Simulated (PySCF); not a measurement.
PySCF 2.14.0, PBE/def2-svp, df: Ca(Br)(NMe2)(OH2)2 (C[N](C)[Ca](<-[OH2])(<-[OH2])[Br]), 17 atoms. The geometry is a generated start, not checked to be a minimum at this level.

| Quantity | Value |
|---|---|
| task | energy |
| method | pbe |
| basis | def2-svp |
| two-electron scheme | density fitting |
| mol.max_memory | 3000 MB |
| mf.max_cycle | 100 |
| mf.init_guess | minao (default) |
| mf.DIIS | CDIIS (default) |
| mf.diis_space | 8 (default) |
| mf.conv_tol | 1e-09 (default) |
| mf.grids.level | 3 (default) |
| basis functions | 176 |
| grid points | 209232 |

```xyz
17

Ca     0.0169     0.5372    -1.5028
Br     2.0179     2.2189    -1.6429
N      0.1241    -0.7793     0.2095
C     -0.2501    -0.1612     1.4542
C      1.3187    -1.5623     0.3823
H     -0.3653    -0.9155     2.2498
H      0.5041     0.5725     1.8157
H     -1.2074     0.3545     1.3308
H      2.1997    -0.9462     0.6575
H      1.1904    -2.3090     1.1848
H      1.5495    -2.0950    -0.5471
O     -0.9347     2.7792    -0.5432
H     -0.0697     3.2031    -0.6681
H     -1.3866     3.2552     0.1631
O     -1.6014    -1.0501    -1.7217
H     -1.1165    -1.2071    -0.8524
H     -1.9894    -1.8949    -1.9694
```

One run each on 2 threads, 1 BLAS thread. Values of level_shift (Hartree) tried: 0 (default), 0.1, 0.3, 1.

Q: Which value of level_shift (Hartree) needs the fewest Fock builds, and what happens away from it?

A: Fewest Fock builds, within one of each other: 0 (default) with 14, 0.1 with 14. The count rises to 71 at 1. All converge to one solution.

```csv
level_shift (Hartree),Fock builds,end
0 (default),14,same solution
0.1,14,same solution
0.3,25,same solution
1,71,same solution
```
